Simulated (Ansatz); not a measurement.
ZnS under load (space group Imm2), Ansatz (a first-principles code) with r2SCAN with spin-orbit coupling, rigid bands. Condition of this run: uniaxial stress along [110] of -1 GPa (compression positive) (the target of the relaxation). Band gap 2.64 eV, N_c = 2.28e18 cm⁻³ and N_v = 3.25e19 cm⁻³ at 300 K, conductivity masses along x (a = (0.01, 2.71, 2.68) Å; b = (2.71, 0.01, 2.68) Å; c = (2.72, 2.72, 0.00) Å) of 0.204 mₑ (electrons) and 0.841 mₑ (holes). Take k_BT = 0.02585 eV.

Task: A film of it is 3 nm thick, with its normal along the direction named. Estimate the confinement energies in an infinite well.

Result: ħ²π²/(2m t²) = 0.376 eV·nm²/(m/mₑ × t²) gives 205 meV for electrons and 49.7 meV for holes, so the gap would widen to about 2.89 eV. Finite barriers and nonparabolic bands lower this, and with several valleys or bands the heaviest mass along the normal sets the lowest level, not this average.

Task: Find the intrinsic carrier density and the intrinsic Fermi level.

Result: n_i = √(N_c N_v) exp(−E_g/2k_BT) = 8.61e18 × exp(−51.06) = 5.8e-4 cm⁻³. The level lies (k_BT/2) ln(N_v/N_c) = 34 meV from mid-gap (positive towards the conduction band). Each 0.1 eV added to the gap lowers n_i by a factor of 6.9.

Task: What thermal injection velocity √(2k_BT/πm) limits a ballistic channel along the direction named?

Result: 1.19e7 cm/s for electrons and 5.87e6 cm/s for holes, a ratio of √(m_h/m_e) = 2.03, for dilute carriers.

Rigid bands with the computed gap; masses take one relaxation time for all states.
